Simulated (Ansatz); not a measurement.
Cells marked so need not be the phases stable at ambient conditions, and some may be hypothetical.

No gap correction and no spin-orbit coupling; mid-gap values are interpolated between computed energies.

A. TlBiS₂ (R-3m, not sure to be the ambient phase, 4 atoms a cell, 26.6 Å³ an atom), along the normal of (110)
B. KAgF4 (I4/mcm, not sure to be the ambient phase, 12 atoms a cell, 16.3 Å³ an atom), along the normal of (110)
C. AgI (P4/nmm, not sure to be the ambient phase, 4 atoms a cell, 30.1 Å³ an atom), along the normal of (111)
D. Cs2NaYF6 (Fm-3m, not sure to be the ambient phase, 10 atoms a cell, 19.5 Å³ an atom, -3 GPa at this level), along the normal of (110)

**Question.** Order them by mid-gap decay constant of the slowest evanescent state (lowest first) at the level PBEsol run with Ansatz (a program for electronic structure).

**Answer.** A (0.07 1/Å), C (0.12 1/Å), D (0.47 1/Å), B (0.61 1/Å)
